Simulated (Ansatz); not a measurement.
Functionals compared on a constructed model of the (110) surface of bcc W, a pseudomorphic layer of Fe in the host's stacking (bottom of the slab: a bare face, its two planes held), in Ansatz (plane waves, PAW). The structure was relaxed with PBE; the other rows are single points on it. Cutoff 420 eV.

Slab: 7 atoms, 13.9 Å thick at the start with caps and adatoms (thin: gaps and levels are the slab's own); k 14x14x1, smearing 0.1 eV, dipole-corrected; 2 atoms held, the rest relaxed; symmetry of the start imposed; spin-polarised, ending with about 2.3 μB a cell; orders that need a larger cell were not tried, no spin-orbit, no U. It is one candidate, not shown to be the stable structure of the face. These notes are the PBE run's.

```tsv
functional	work function of the top face (eV)	magnetic moment of the cell (μB)	rough cost of the single point
PBE	4.23	2.33	–
RPBE	___	2.37	around 2.0 core-minutes (rough)
```

### Question
Some entries are withheld; supply them.

### Answer

- RPBE, work function of the top face (eV): 4.06

Ansatz is an electronic-structure program.
